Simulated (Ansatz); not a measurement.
Start from Pt in the fcc (Cu type) structure (space group Fm-3m, No. 225; a = 3.9415 Å; relaxed with 0.1 eV smearing). Axes: x, y, z lie along the cube axes.

Calculations: DFT with r2SCAN, PAW potentials and a 500 eV plane-wave cutoff in Ansatz (a first-principles code), no SOC, earlier PAW set.

For the base:

- Pressure: 0.0 GPa
- Band gap: zero

Now apply this change: tensile biaxial strain of 2.39 % in the plane normal to [110], as in epitaxy on a mismatched substrate; the out-of-plane cell vector and the atoms relax.

Task: How does this affect the pressure, out-of-plane strain and band gap?

Result: The pressure (mean of the normal stresses, compression positive) goes from zero to -5.5 GPa; the out-of-plane strain comes out as -2.30 %; the band gap stays zero.

A biaxial case was relaxed in a doubled cell and then solved in the primitive one. Whether these cells are dynamically stable was not tested. The final runs are not spin-polarised. Pt lies near a magnetic instability that expansion can trigger; it was not tested.
